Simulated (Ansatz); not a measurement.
The starting structures come from a database of crystals and need not be the phases stable at ambient conditions.

## Evanescent states of Cs$_{2}$NaGaF$_{6}$ (R-3m, not sure to be the ambient phase, 20 atoms a cell, 17.9 Å³ an atom, -3 GPa at this level) along the normal of (101)

Computed with PBEsol (plane waves, PAW; Ansatz, a quantum-chemistry and plane-wave program).

No gap correction and no spin-orbit coupling; mid-gap values are interpolated between computed energies.

Energies count from the valence-band top; κ is the least over a 6×4 mesh across the current.

```
E (eV)  κ (1/Å)  where
------  -------  -----
0.14      0.276      Γ
0.41      0.335      Γ
0.68      0.375      Γ
0.94      0.403      Γ
1.22      0.424      Γ
1.49      0.439      Γ
1.75      0.449      Γ
2.02      0.456      Γ
2.29      0.459      Γ
2.56      0.459      Γ
2.83      0.457      Γ
3.10      0.451      Γ
3.38      0.442      Γ
3.65      0.430      Γ
3.92      0.415      Γ
4.18      0.396      Γ
4.46      0.373      Γ
4.72      0.344      Γ
5.00      0.309      Γ
5.26      0.263      Γ
5.54      0.198      Γ
5.80      0.079      Γ
```

**Question.** How thick must the barrier be to attenuate the transmission by 10^6 when the electrodes' Fermi level lies at 2.29 eV, and what attenuation does that film give at 3.65 eV?

**Answer.** d = 6 ln 10 / (2 × 0.459) = 15.0 Å. At 3.65 eV it gives 6 × 0.430/0.459 = 5.6 decades.
